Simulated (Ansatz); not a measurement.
Input and output of a self-consistent single point for HfB2 (P6/mmm, 3 atoms in the cell) (Ansatz, an electronic-structure program)

Method: PBE (plane waves, PAW; Ansatz).

This input was run:

Ansatz 0.2 input:
```yaml
crystal:
  lattice:
    - [1.57471000, -2.72747800, 0.00000000]
    - [1.57471000, 2.72747800, 0.00000000]
    - [0.00000000, 0.00000000, 3.49044000]
  atoms:
    - { symbol: Hf, position: [0.00000000, 0.00000000, 0.00000000] }
    - { symbol: B, position: [0.33333333, 0.66666667, 0.50000000] }
    - { symbol: B, position: [0.66666667, 0.33333333, 0.50000000] }
basis:
  ecutwfc: 420.0
kpoints:
  mp_grid:
    grid: [12, 12, 10]
hamiltonian:
  xc: pbe
  pseudopotentials:
    kind: paw
scf:
  occupations:
    method: gaussian
    width: 0.1
output:
  forces: true
  eigenvalues: true
  stress: true
```

Output, abridged:

```
WARN ansatz: RAYON_NUM_THREADS=1 ignored (pool sized by the plan → 1); use --threads N
Pseudopotentials: kind: paw
Pseudopotential: Hf, paw, valence charge 26
Pseudopotential: B, paw, valence charge 3
Crystal: 3 atoms, lattice volume = 29.983 Å³
Basis set: ecut = 420 eV, 563 PW (Γ), exchange–correlation on 48×48×48 points (8 copies of the dense FFT grid, shifted against one another)
Bands: 20, of which v1, the nominal top of the filled ones, is band 16 counted from 1 (15 counted from 0)
Symmetry: 24 space group operations
Space group: P6/mmm (ITA 191), of the structure as read, at distance tolerance 3.1e-5 Å
k-points: 114 of 1440
Initial density: superposition of atomic densities (neutral atoms: chi_scale 0, normalization atom), corrected by the library's trained network
Initial wavefunctions: pseudopotential atomic-orbital guess
Eigensolver: davidson
Functional: x = pbe(κ = 0.804, μ = 0.2195149727645171), c = pbe(β = 0.06672455060314922)
SCF iter   1: F=—  HF=-16036.217067 eV  |F-HF|=—  |Δ(HF+E_count)|=         —  Δρ=1.75e-3  dr2=1.38e-3  ethr=1.77e-3  ⟨swp⟩=4.0  Hψ=8851  notcnv=0
all-band conjugate gradients solve this SCF's bands
preconditioner: auto → none
SCF iter   2: F=—  HF=-16036.216789 eV  |F-HF|=—  |Δ(HF+E_count)|=   2.79e-4  Δρ=1.01e-3  dr2=5.58e-4  ethr=4.30e-6  ⟨swp⟩=2.1  Hψ=3969  notcnv=0
SCF iter   3: F=—  HF=-16036.216693 eV  |F-HF|=—  |Δ(HF+E_count)|=   9.51e-5  Δρ=5.79e-4  dr2=1.62e-4  ethr=1.74e-6  ⟨swp⟩=2.0  Hψ=3652  notcnv=0  defer=1
SCF iter   4: F=—  HF=-16036.216604 eV  |F-HF|=—  |Δ(HF+E_count)|=   8.90e-5  Δρ=6.62e-5  dr2=1.46e-6  ethr=5.08e-7  ⟨swp⟩=2.0  Hψ=4099  notcnv=0  defer=1
SCF iter   5: F=—  HF=-16036.216621 eV  |F-HF|=—  |Δ(HF+E_count)|=   1.65e-5  Δρ=1.68e-5  dr2=6.03e-8  ethr=4.56e-9  ⟨swp⟩=2.0  Hψ=3674  notcnv=0  defer=1
SCF iter   6: F=-16036.216621 eV  HF=-16036.216621 eV  |F-HF|=4.73e-9  |Δ(HF+E_count)|=   2.96e-9  Δρ=4.26e-6  dr2=6.29e-9  ethr=1.88e-10  ⟨swp⟩=2.8  Hψ=8819  notcnv=0
SCF 1 converged in 6 iterations: F = -16036.216621 eV  dr2 = 6.29e-9
SCF converged after 6 iterations
Free energy (F): -16036.216621 eV
Harris-Foulkes:  -16036.216621 eV  (|F-HF|=4.73e-9)
Internal energy: -16036.214714 eV  (E = F + TS)
E sigma→0 (E₀):  -16036.215667 eV
Entropy (-TS):   -0.001907 eV (-0.636 meV/atom)
Fermi energy:    20.476157 eV
--- Per-component energies (eV) ---
  E_band       = 122.168186
  E_kinetic    = 525.066313
  E_local      = -5299.637637  (includes V_loc(G=0)·N_el)
  E_nonlocal   = -1221.934830
  E_hartree    = 2523.963534
  E_xc         = -366.730243
  E_vxc        = -345.931861  (∫ρ·V_xc dr)
  E_paw        = -7085.274435  (= ΣΔE_a)
  E_vpaw       = 1416.674338  (= ΣTr[D̂ρ^β])
  E_aug_tail   = -0.000007  (compensation charges beyond the density's cutoff)
  E_ewald      = -5111.667407
  E_smearing   = -0.001907  (= −TS)
  E_closure    = 0.000000  (closes the sum)
  Σ components = -16036.216621   (vs F -16036.216621, Δ=0.00e0)
--- Forces (eV/Å), atoms counted from 1 ---
  atom   1  Hf     0.00000000     0.00000000     0.00000000
   [... zero for the other atoms too ...]
  max |Σ_I F_I| component: 3.70e-17 eV/Å
--- Stress (GPa, compression-positive) ---
       -1.005125      -0.000000       0.000000
        0.000000      -1.005125       0.000000
        0.000000       0.000000      -0.703646
  P = ⅓ Tr σ = -0.9046 GPa (-9.046 kbar)
  The stress holds the Pulay correction. Without it, at fixed plane waves, as pw.x and ABINIT print it: P = -1.0935 GPa
--- Band table (eV; the first three rows and the last of 114) ---
  k-point 0: bands = ["-41.4933", "-10.3544", "-9.8824", "-9.8824", "6.6272", "8.5302", "8.5506", "8.5617", "8.5617", "8.5653", "8.5653", "8.6572", "17.3353", "17.4323", "17.4323", "17.5809", "24.2844", "24.2844", "24.9096", "24.9096"]
  k-point 1: bands = ["-41.4927", "-10.3804", "-9.8806", "-9.8806", "6.7825", "8.5287", "8.5505", "8.5633", "8.5633", "8.5636", "8.5636", "8.6573", "16.1725", "17.5342", "17.5342", "18.6880", "23.2703", "23.2703", "24.5760", "24.5760"]
  k-point 2: bands = ["-41.4910", "-10.4478", "-9.8756", "-9.8756", "7.2250", "8.5260", "8.5505", "8.5582", "8.5582", "8.5688", "8.5688", "8.6573", "14.8606", "17.8330", "17.8330", "19.8802", "22.1495", "22.1495", "23.7403", "23.7403"]
  k-point 113: bands = ["-41.4342", "-10.4294", "-10.3601", "-10.3601", "8.5438", "8.5438", "8.5561", "8.5581", "8.5581", "8.5786", "8.6320", "11.2576", "11.2576", "14.8373", "17.1593", "17.1593", "24.7122", "25.6730", "27.1392", "27.1392"]
```

The run converged in 6 iterations.

The starting cell has typed, rounded lattice constants, without a prior relaxation at this level. Its lattice was rescaled by up to half a per cent. Spin-orbit coupling is off. Ansatz's pressure includes its estimate of the finite-basis (Pulay) stress.
